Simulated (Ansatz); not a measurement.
## Cu (model structure, started from the diamond type, Fd-3m, No. 227, 2 atoms in the cell)

Computed with LDA in Ansatz (PAW).

Numerical settings: plane-wave cutoff 520 eV, 20×20×20 k mesh, Fermi–Dirac smearing 0.05 eV, no spin polarisation, scalar-relativistic PAW data made under PBE.

Cell (relaxed at this level):

```cif
data_Cu2
_chemical_formula_sum 'Cu2'
_space_group_name_H-M_alt 'P 1'
_space_group_IT_number 1
_cell_length_a 3.64059
_cell_length_b 3.64059
_cell_length_c 3.64059
_cell_angle_alpha 60.000
_cell_angle_beta 60.000
_cell_angle_gamma 60.000
loop_
_space_group_symop_operation_xyz
  'x, y, z'
loop_
_atom_site_label
_atom_site_type_symbol
_atom_site_fract_x
_atom_site_fract_y
_atom_site_fract_z
_atom_site_occupancy
Cu1 Cu 0.25000 0.25000 0.25000 1
Cu2 Cu 0.00000 0.00000 0.00000 1
```

```yaml
bulk modulus B0: 78.5 GPa
```

Note: the run has no spin polarisation, so it can have missed a magnetic state; the bulk modulus is −V dP/dV from two relaxed cells at ±2 % in volume; the relaxation could raise the start's symmetry but not lower it, so the cell can be a saddle point.

It cost roughly 40 core-seconds of CPU time.

A model structure was made by putting elements into a prototype or built by hand; it is no filed structure, need not be a known phase, and can be a saddle point held by its symmetry.

Ansatz is an electronic-structure program.
